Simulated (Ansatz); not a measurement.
**KF: band gap against strain**

KF (rock salt, Fm-3m, 18.681 Å³/atom at rest, cube axes along x, y and z) under a strain ε along a cube axis (axis z), the other axes held. PBEsol in Ansatz, a plane-wave DFT program (PAW, default set), 420 eV, 11×11×11 Γ-centred mesh, Fermi-Dirac smearing 0.05 eV; ions are relaxed within the symmetry of each cell. Gaps are the smallest over the k-mesh and a band path, without spin-orbit coupling; in all rows the valence edge lies at Γ and the conduction edge at Γ.

Here s stands for strain and Eg for gap.

```csv
strain (%),gap (eV)
-3.00,?
-1.50,6.210
-1.00,6.191
-0.50,6.171
0.00,6.151
```

The 4 complete rows are fitted with a straight line, Eg against s. Means: s -0.75000, Eg 6.1807. About the means, the sum of products is -0.049250 and the sum of squares of s is 1.2500; the slope is their ratio. Least squares gives Eg = 6.1512 - 0.03940·s. Residuals (row less fit): -0.0003, 0.0004, 0.0001, -0.0002; standard error 0.0004 (degrees of freedom: 2). Over these rows the gap moves by -3.9 ± 0.03 eV per unit strain.

**Question.** What does the fit predict for Eg at s = -3.00, and how far is the calculated value from it?

**Answer.** Eg = 6.1512 - 0.03940 × (-3.0) = 6.2694 eV. The calculation gives 6.263 eV, 0.0064 eV below the prediction (5.7 % of the range of Eg in the table). The row lies outside the fitted rows, so this is an extrapolation. The fitted rows scatter only by rounding.

One order more, fitted to all 7 runs of the series, follows each within 0.001, so the miss is the next term of a smooth law. Rows are the converged runs of the series near zero and its far end; series whose fitted rows scatter by over a few per cent of the range, as at a crossing or softening among them, aren't shown in this form. Most that stay on the fit to the last digits aren't either.
